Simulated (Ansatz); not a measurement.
Base system: Mg2OsH6 (space group Fm-3m, No. 225; a = 6.6458 Å; a cell from a computed database, its experimental status unchecked). Axes: x, y, z lie along the cube axes.

Method: r2SCAN (Ansatz, a quantum-chemistry and plane-wave program, PAW, no spin-orbit coupling), earlier PAW set.

Modification: the cell is stretched by 0.40 % along z with no lateral relaxation, atoms relaxed at fixed cell.

Question: Predict the stress tensor and what it implies for the stiffness.

Answer: Stress of the strained cell less that of the base (GPa, compression positive):
```
  -0.17    0.00    0.00
   0.00   -0.17    0.00
   0.00    0.00   -0.65
```

Then −Δσ_ii/ε with ε = 0.0040 gives relaxed-ion elastic constants: C33 ≈ 162 GPa.

No phonon test of stability was made.
